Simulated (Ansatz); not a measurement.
hcp Mg (1 0 0) on wurtzite ZnO (1 0 0) (film strained to the substrate, started from cuts of the bulks and a machine-learned relaxation; slabs Zn10O10 and Mg8, which can lie off the formulas)

A periodic stack without vacuum, hcp Mg (1 0 0) on wurtzite ZnO (1 0 0) (film strained to the substrate, started from cuts of the bulks and a machine-learned relaxation; slabs Zn10O10 and Mg8, which can lie off the formulas): substrate slab Zn10O10, film Mg8, surface cells [[0, 1], [-1, 0]] and [[0, 1], [-1, 0]], film strained by +2.2 and +2.5 %, outermost planes OZn/OZn and Mg/Mg as cut, which need not be the usual terminations and can put a slab off its formula.

The start was prepared with a machine-learned potential, and the result is one local minimum, with the in-plane cell held and forces under 0.04 eV/Å; the film can end far from its bulk form.

Computed with PBE (plane waves to 420 eV, PAW; Ansatz, an electronic-structure program). Scalar-relativistic, without spin–orbit coupling; the runs are not spin-polarised; PBE gaps are too small against experiment. Its k-point mesh 6×10×1, Fermi–Dirac width 0.05 eV.

interface area: 17.4 Å²
period: 24.86 Å
heights between the nearest atoms of the two slabs at the two interfaces: 1.65 and 1.64 Å
Mg–Zn contacts across the interfaces within 1.22 times the sum of covalent radii: 8, mean 3.05 Å
Mg–O contacts across the interfaces within 1.22 times the sum of covalent radii: 2, mean 1.95 Å
estimate of the barrier: withheld, since the Fermi level falls at or inside a band of the host, which a slab this thin can't settle

```
CELL_PARAMETERS angstrom
      5.29587    -0.00021    -0.00470
     -0.00108     3.27960    -0.03247
     -0.09504    -1.30199    24.87148
ATOMIC_POSITIONS crystal
  Zn 0.43874 0.50335 0.07265
  Zn 0.92911 0.98161 0.02646
  O  0.81787 0.50140 0.06848
  O  0.31304 0.98526 0.03506
  Zn 0.43873 0.05434 0.18574
  Zn 0.93812 0.53539 0.14523
  O  0.81730 0.05329 0.18349
  O  0.31674 0.53612 0.14781
  Zn 0.43750 0.60240 0.29961
  Zn 0.93749 0.08396 0.25992
  O  0.81624 0.60187 0.29784
  O  0.31629 0.08423 0.26147
  Zn 0.43787 0.15108 0.41421
  Zn 0.93838 0.63212 0.37384
  O  0.81641 0.15008 0.41153
  O  0.31703 0.63291 0.37577
  Zn 0.42895 0.70523 0.53289
  Zn 0.93831 0.18350 0.48694
  O  0.81288 0.70128 0.52431
  O  0.31762 0.18522 0.49070
  Mg 0.40251 0.25774 0.63306
  Mg 0.92011 0.74071 0.59932
  Mg 0.39600 0.82119 0.74308
  Mg 0.89786 0.30274 0.70679
  Mg 0.89637 0.86544 0.81639
  Mg 0.39776 0.38376 0.85286
  Mg 0.90304 0.42853 0.92620
  Mg 0.42175 0.94593 0.96035
```
